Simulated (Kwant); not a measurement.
Model system: GaN/Al0.2Ga0.8N stack with 2 barriers. One parabolic valley. Leads of mass 0.2 mₑ with the band edge at 0; grid 0.1 nm; bias swept from 0.014 to 0.4369 V, dropping linearly over the stack. Emitter Fermi level 0.029 eV, 77 K, equal in the collector.

```json
[
 {"layer": "1", "thickness (nm)": "1.3", "band offset (eV)": "0.35", "mass (mₑ)": "0.22"},
 {"layer": "2", "thickness (nm)": "5.2", "band offset (eV)": "0", "mass (mₑ)": "0.2"},
 {"layer": "3", "thickness (nm)": "1.7", "band offset (eV)": "0.35", "mass (mₑ)": "0.22"}
]
```

Constants are typed, rounded textbook-type inputs, not results; the design itself was drawn at random and stands for no fabricated device.

Model: one-band effective-mass tight-binding model in one dimension, coherent, no space charge, current by the Tsu-Esaki formula (Kwant).

Sweep values stay those of the base run.

Base results: J (A/cm²) at bias = 0.4369 V 12300; J (A/cm²) at bias = 0.2255 V 12300.

Problem. What follows from this one change: mass in the first barrier 0.22 → 0.13 mₑ?

Solution. J at bias = 0.4369 V 12300 → 21200 A/cm²; J at bias = 0.2255 V 12300 → 14000 A/cm².

Problem. What follows from this one change: thickness of the first barrier 1.3 → 1.8 nm?

Solution. J at bias = 0.4369 V 12300 → 3480 A/cm²; J at bias = 0.2255 V 12300 → 7190 A/cm².

Problem. What follows from this one change: height of the first barrier 0.35 → 0.21 eV?

Solution. J at bias = 0.4369 V 12300 → 39000 A/cm²; J at bias = 0.2255 V 12300 → 57000 A/cm².

Problem. What follows from this one change: width of the first well 5.2 → 4.2 nm?

Solution. J at bias = 0.4369 V 12300 → 227000 A/cm²; J at bias = 0.2255 V 12300 → 2550 A/cm².
